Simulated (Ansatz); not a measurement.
Start from ZnGeP2 in the chalcopyrite structure (space group I-42d, No. 122; a = 5.3740 Å, c = 10.6255 Å). Axes: x, y, z lie along a, b, c of the conventional cell.

Method: DFT with LDA, PAW potentials and a 420 eV plane-wave cutoff in Ansatz (a first-principles code), no spin-orbit coupling.

For the base:

The smallest direct gap is 1.18 eV and the valence-band top at Γ is 0.00, -0.07, -0.07 eV. The shortest interatomic distance is 2.317 Å. The hole mass is 0.099 mₑ along c, 0.32 mₑ across (at Γ).

Perturbation: the cell is compressed by 2.25 % along z with no lateral relaxation; the atoms relax in the strained cell.

### Question
Predict the new smallest direct gap.

### Answer
The smallest direct gap shrinks by 0.24 eV to 0.94 eV.

### Question
What happens to the valence-band top at Γ?

### Answer
The valence-band top at Γ (three highest levels, from the VBM) goes from 0.00, -0.07, -0.07 eV to 0.00, -0.19, -0.19 eV.

### Question
What happens to the shortest interatomic distance?

### Answer
The shortest interatomic distance decreases by 0.017 Å, from 2.317 Å to 2.300 Å.

### Question
How does this affect the stress?

### Answer
The stress (xx, yy, zz, yz, xz, xy; compression positive) amounts to (1.57, 1.57, 3.20, 0.00, 0.00, 0.00) GPa.

### Question
What happens to the hole mass?

### Answer
The hole mass becomes 0.11 mₑ along z, 0.30 mₑ across (at Γ) (base: 0.099 mₑ along c, 0.32 mₑ across (at Γ)).

Masses are band curvatures over ±0.01 Å⁻¹ around the edge. Whether these cells are dynamically stable was not tested.
